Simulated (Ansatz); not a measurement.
**What biaxial strain +3.38 %, plane normal [001], relaxed out of plane does to CdSe**

Start from CdSe in the wurtzite structure (space group P6_3mc, No. 186; a = 4.340 Å, c = 7.078 Å). Axes: x lies along a and z along c of the hexagonal cell.

It is then changed as follows: biaxial strain +3.38 %, plane normal [001], relaxed out of plane (Cartesian); in-plane vectors clamped, the third vector and the atoms free.

Calculations: r2SCAN in Ansatz (plane waves to 500 eV, PAW, spin-orbit coupling left out). k-mesh 9×9×5 (Γ-centred); smearing 0.05 eV (Fermi–Dirac).

```json
[
 {"quantity": "volume per atom", "base": "28.86 Å³", "changed": "29.90 Å³", "shift": "+1.04 Å³"},
 {"quantity": "space group", "base": "P6_3mc (No. 186)", "changed": "P6_3mc (No. 186)", "shift": "–"},
 {"quantity": "shortest interatomic distance", "base": "265.5 pm", "changed": "267.5 pm", "shift": "+2.0 pm"},
 {"quantity": "band gap", "base": "1.11 eV", "changed": "0.95 eV", "shift": "-0.16 eV"},
 {"quantity": "gap character", "base": "direct at Γ", "changed": "direct at Γ", "shift": "–"},
 {"quantity": "width of the top valence band", "base": "1.67 eV", "changed": "1.61 eV", "shift": "-0.054 eV"},
 {"quantity": "electron mass", "base": "0.093 mₑ along c, 0.10 mₑ across (at Γ)", "changed": "0.090 mₑ out of plane, 0.096 mₑ in plane (at Γ)", "shift": "–"},
 {"quantity": "valence-band top at Γ (three highest levels, from the VBM)", "base": "0.00, 0.00, -0.04 eV", "changed": "0.00, -0.15, -0.15 eV", "shift": "–"},
 {"quantity": "out-of-plane strain", "base": "–", "changed": "-3.07 %", "shift": "–"},
 {"quantity": "ratio −ε⊥/ε∥", "base": "–", "changed": "0.91", "shift": "–"},
 {"quantity": "mean in-plane stress (compression positive)", "base": "–", "changed": "-2.6 GPa", "shift": "–"}
]
```

Final structure (turned so that z lies along the plane normal):

```yaml
crystal:
  lattice:
    - [4.48668, 0.00000, 0.00000]
    - [2.24334, 3.88558, 0.00000]
    - [0.00000, 0.00000, 6.86040]
  atoms:
    - { symbol: Cd, position: [0.66667, 0.66667, 0.00756] }
    - { symbol: Cd, position: [0.33333, 0.33333, 0.50756] }
    - { symbol: Se, position: [0.66667, 0.66667, 0.61764] }
    - { symbol: Se, position: [0.33333, 0.33333, 0.11764] }
```

Effective masses come from finite differences of ±0.01 Å⁻¹. Gaps are Kohn–Sham eigenvalue differences; semilocal functionals usually give less than the measured gap. No phonon test of stability was made.

Ansatz is an electronic-structure program.
